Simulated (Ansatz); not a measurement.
**Hypothetical I4_132 Ge: pressure series**

The reference is Ge (space group I4_132, No. 214; a = 6.8013 Å; a hypothetical phase, not in the database extracts checked).

Cell and atoms are relaxed at each pressure.

Calculations: PBEsol (Ansatz, a quantum-chemistry and plane-wave program; PAW; 420 eV plane waves; no SOC).

Notes on the quantities. enthalpy: H = E + PV relative to the base's energy.

```
variant           lattice parameter a       enthalpy
----------------  -------------------  -------------
base                          6.801 Å              –
pressure −2 GPa               7.024 Å  -0.51 eV/atom
pressure −1 GPa               6.898 Å  -0.25 eV/atom
pressure 0.3 GPa              6.775 Å  +0.07 eV/atom
pressure 0.7 GPa              6.743 Å  +0.17 eV/atom
pressure 1.5 GPa              6.685 Å  +0.36 eV/atom
pressure 3 GPa                6.595 Å  +0.70 eV/atom
pressure 5 GPa                6.496 Å  +1.14 eV/atom
pressure 7.5 GPa              6.395 Å  +1.66 eV/atom
pressure 10 GPa               6.308 Å  +2.16 eV/atom
```

Load acts through the strain it causes; cell and atoms are relaxed under it. No phonon test of stability was made. No other phases were tried under pressure.
